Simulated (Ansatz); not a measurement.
Consider NaI in the rock salt structure (space group Fm-3m, No. 225; a = 6.4021 Å).

Computed with PBEsol (Ansatz, a quantum-chemistry and plane-wave program, PAW, scalar-relativistic without spin-orbit coupling).

For the base:

- Electron mass = 0.26 mₑ (at Γ)
- Pressure = 0.01 GPa
- Valley order = Γ 3.60 eV; X along ⟨100⟩ 4.47 eV; L along ⟨111⟩ 4.96 eV

The change: every lattice vector is stretched by 0.50 %; the atoms relax in the strained cell.

**Question.** How does this affect the electron mass, pressure and valley order?

**Answer.** The electron mass is still 0.26 mₑ (at Γ); the pressure shrinks by 0.25 GPa, from 0.01 GPa to -0.24 GPa; the valley order (the lowest conduction-band minima on the path, energy above the VBM, named in the base's zone) goes from Γ 3.60 eV; X along ⟨100⟩ 4.47 eV; L along ⟨111⟩ 4.96 eV to Γ 3.56 eV; X along ⟨100⟩ 4.46 eV; L along ⟨111⟩ 4.96 eV.

Spin-orbit coupling, missing from the scalar runs, can matter with I. The levels and masses belong to the bands next to the band gap. Effective masses come from finite differences of ±0.01 Å⁻¹. Whether these cells are dynamically stable was not tested.
